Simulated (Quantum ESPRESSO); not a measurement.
Worked example: self-consistent single point of a sheet of PtSe2 (3 atoms in the cell) in Quantum ESPRESSO.

Computed with PBE, PseudoDojo standard norm-conserving (PBE) pseudopotentials (plane waves; Quantum ESPRESSO).

```
PtSe2
1.0
    3.66767     0.00000     0.00000
   -1.83384     3.17630     0.00000
    0.00000     0.00000    16.98204
Pt Se
1 2
Direct
  0.00000   0.00000   0.50000
  0.33333   0.66667   0.58780
  0.66667   0.33333   0.41220
```

Reference input (self-consistent single point, DFT, PBE, plane waves, PseudoDojo standard norm-conserving (PBE) pseudopotentials): ecutwfc = 90 Ry; occupations = smearing; smearing = methfessel-paxton; degauss = 0.0036749 Ry; potentials = {Pt: Pt.upf, Se: Se.upf}; K_POINTS = automatic 7 7 1 0 0 0; conv_thr = 1e-11 Ry; mixing_beta = 0.4. This run's input differs from it in these lines:

```diff
@@ -30,3 +30,3 @@
 K_POINTS {automatic}
-7 7 1  0 0 0
+25 25 1  0 0 0
```

The program printed (abridged):

```
     Self-consistent Calculation

     iteration #  1     ecut=    90.00 Ry     beta= 0.40

     Threshold (ethr) on eigenvalues was too large:
     Diagonalizing with lowered threshold

     negative rho (up, down):  8.809E-06 0.000E+00

     total energy              =    -746.08409303 Ry
     estimated scf accuracy    <       0.32114703 Ry

     iteration #  2     ecut=    90.00 Ry     beta= 0.40

     negative rho (up, down):  6.528E-06 0.000E+00

     total energy              =    -746.14493254 Ry
     estimated scf accuracy    <       0.37163796 Ry

     iteration #  3     ecut=    90.00 Ry     beta= 0.40

     negative rho (up, down):  1.459E-06 0.000E+00

     total energy              =    -746.19730409 Ry
     estimated scf accuracy    <       0.00713193 Ry

   [... 8 blocks of this kind left out ...]

     iteration # 12     ecut=    90.00 Ry     beta= 0.40

     total energy              =    -746.19774089 Ry
     estimated scf accuracy    <          3.4E-11 Ry

     iteration # 13     ecut=    90.00 Ry     beta= 0.40
     End of self-consistent calculation

     the Fermi energy is     0.8870 ev

!    total energy              =    -746.19774089 Ry
     estimated scf accuracy    <          6.4E-13 Ry
     smearing contrib. (-TS)   =       0.00000000 Ry
     internal energy E=F+TS    =    -746.19774089 Ry

     convergence has been achieved in  13 iterations

     Forces acting on atoms (cartesian axes, Ry/au):

     atom    1 type  1   force =     0.00000000   -0.00000000    0.00000000
     atom    2 type  2   force =    -0.00000000   -0.00000000   -0.05468263
     atom    3 type  2   force =     0.00000000   -0.00000000    0.05468263

     Total force =     0.077333     Total SCF correction =     0.000004

          total   stress  (Ry/bohr**3)                   (kbar)     P=      -18.56
  -0.00007377  -0.00000000   0.00000000          -10.85       -0.00        0.00
  -0.00000000  -0.00007377   0.00000000           -0.00      -10.85        0.00
   0.00000000   0.00000000  -0.00023093            0.00        0.00      -33.97

   JOB DONE.
```

The run converged in 13 iterations. Against the reference run the free energy is nearly the same (within 1 meV/atom), the largest force hardly changes (1.408 to 1.406 eV/Å) and the gap on the mesh goes from 0.995 to 0.879 eV.

The starting cell was generated: these elements placed on a structure prototype, without a prior relaxation; it need not be a known phase or ordering of this composition. Spin-orbit coupling is off. Forces in this geometry exceed 1 eV/Å.

Cost on one core of a shared machine: roughly 20 min.
